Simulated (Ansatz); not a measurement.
How the equilibrium lattice constant a of MgTe (model structure, from the litharge type, P4/nmm, No. 129) moves with the method

No measured value is used here.

| level (code) | value (Å) |
|---|---|
| LDA (Ansatz) | 5.531 |
| PBE (Ansatz) | 5.673 |
| PBEsol (Ansatz) | 5.594 |
| PBE-D3(BJ) (Ansatz) | ___ |

Question: Complete the blanks.

Answer: 
- PBE-D3(BJ) (Ansatz, a program for electronic structure), value (Å): 5.535

Ansatz's density-functional and Hartree–Fock values are scalar-relativistic unless marked +SOC, with PAW data made under PBE.

A model structure was made by putting elements into a prototype or built by hand; it is no filed structure, need not be a known phase, and can be a saddle point held by its symmetry.
